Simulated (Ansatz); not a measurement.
**WS2: point defects**

Take a 12-atom supercell of WS$_{2}$ in the 2H-MoS2 type structure (space group P6_3/mmc, No. 194; a = 3.115 Å, c = 11.773 Å; layered, stacked along the Cartesian z axis) at its relaxed geometry as the base.

One neutral defect a cell, atoms relaxed at fixed cell.

Computed with plane-wave PAW DFT at the PBEsol-D3(BJ) level (Ansatz, a program for electronic structure, 420 eV), no SOC.

```csv
change,largest displacement of a host atom from its site in the perfect cell,pressure
perfect supercell,–,0.0 GPa
"W on a S site (antisite), symmetric start",0.50 Å,-3.0 GPa
Re on a W site,0.08 Å,-0.9 GPa
Pb on a S site,0.36 Å,3.9 GPa
Se on a S site,0.07 Å,1.4 GPa
W vacancy,0.72 Å,1.1 GPa
```

Other magnetic orders, which the real material may have, were not ruled out. In so small a cell the defect repeats every few ångströms: this is an ordered compound, not a dilute defect. The mesh was chosen for an insulator and is coarse for the gapless case. Defects with a symmetric start kept the site's symmetry and may sit on a saddle; the others started slightly shaken. Starting moments died away, wholly or in part, for W on a S site (antisite), Re on a W site, Pb on a S site and Se on a S site and more; another magnetic solution may exist.
